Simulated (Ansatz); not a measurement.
GaN under a change: isotropic strain −0.87 %

Start from GaN in the wurtzite structure (space group P6_3mc, No. 186; a = 3.1833 Å, c = 5.1839 Å).

Now apply this change: an isotropic linear strain of −0.87 %, atoms relaxed at fixed cell.

Computed with DFT with r2SCAN, PAW potentials and a 500 eV plane-wave cutoff in Ansatz (a quantum-chemistry and plane-wave program), without spin-orbit coupling, earlier PAW set. Γ-centred 12×12×7 mesh, Fermi–Dirac width 0.05 eV.

The volume per atom falls by 0.29 Å³ (11.37 Å³ → 11.08 Å³) and the space group remains P6_3mc (No. 186). The energy goes up by 4.9 meV/atom and the pressure (mean of the normal stresses, compression positive) goes from zero to 5.44 GPa. The band gap goes up by 0.18 eV (2.35 eV → 2.53 eV) and the gap character is still direct at Γ. The mean gap deformation potential ΔEg/Δln V comes out as -7.0 eV and the width of the top valence band goes up by 0.09 eV to 2.94 eV. The electron mass goes from 0.17 mₑ along c, 0.19 mₑ across (at Γ) to 0.18 mₑ along c, 0.20 mₑ across (at Γ) and the valence-band top at Γ (three highest levels, from the VBM) remains 0.00, 0.00, -0.04 eV.

Masses are band curvatures over ±0.01 Å⁻¹ around the edge. No phonon test of stability was made.
